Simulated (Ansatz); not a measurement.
**Lattice parameter c of GaP (model structure, started from the h-BN type, P6₃/mmc, No. 194, 4 atoms in the cell) at several levels of theory**

No measured value is used here.

```csv
level (code),value (Å)
PBE (Ansatz),5.843
PBEsol (Ansatz),5.638
PBE-D3(BJ) (Ansatz),…
```

Fill in the missing entries.


- PBE-D3(BJ) (Ansatz, a program for electronic structure), value (Å): 5.672

Ansatz's density-functional and Hartree–Fock values are scalar-relativistic unless marked +SOC, with PAW data made under PBE.

A model structure was made by putting elements into a prototype or built by hand; it is no filed structure, need not be a known phase, and can be a saddle point held by its symmetry.
